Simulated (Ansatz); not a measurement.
Ta2O5 (Pbam, No. 55, 14 atoms in the cell; start mp-1104837) was calculated with LDA (plane waves, PAW; Ansatz, a first-principles code).

Settings: plane-wave cutoff 520 eV, 6×10×6 k mesh (along the axes of the cell as run), Fermi–Dirac smearing 0.01 eV, scalar-relativistic PAW data made under PBE.

Cell (relaxed at this level):

```cif
data_O10Ta4
_chemical_formula_sum 'Ta4 O10'
_space_group_name_H-M_alt 'Pbam'
_space_group_IT_number 55
_space_group_name_Hall '-P 2 2ab'
_cell_length_a 6.14867
_cell_length_b 7.26153
_cell_length_c 3.75793
_cell_angle_alpha 90.000
_cell_angle_beta 90.000
_cell_angle_gamma 90.000
loop_
_space_group_symop_operation_xyz
  'x, y, z'
  '-x, -y, -z'
  '-x, -y, z'
  'x, y, -z'
  'x+1/2, -y+1/2, -z'
  '-x+1/2, y+1/2, z'
  '-x+1/2, y+1/2, -z'
  'x+1/2, -y+1/2, z'
loop_
_atom_site_label
_atom_site_type_symbol
_atom_site_symmetry_multiplicity
_atom_site_Wyckoff_symbol
_atom_site_fract_x
_atom_site_fract_y
_atom_site_fract_z
_atom_site_occupancy
Ta1 Ta 4 g 0.22359 0.37884 0.00000 1
O1 O 4 h 0.19615 0.33840 0.50000 1
O2 O 2 a 0.00000 0.00000 0.00000 1
O3 O 4 g 0.38952 0.13906 0.00000 1
```

Estimate the band gap and Γ–Γ gap that the calculation returns.


- band gap: 2.13 eV
- Γ–Γ gap: 3.31 eV

Spin–orbit coupling is not included.

Static lattice: no zero-point or thermal effects.

The result took around 5 core-minutes (rough).

A start named mp-… is a Materials Project structure, which need not be a measured phase.
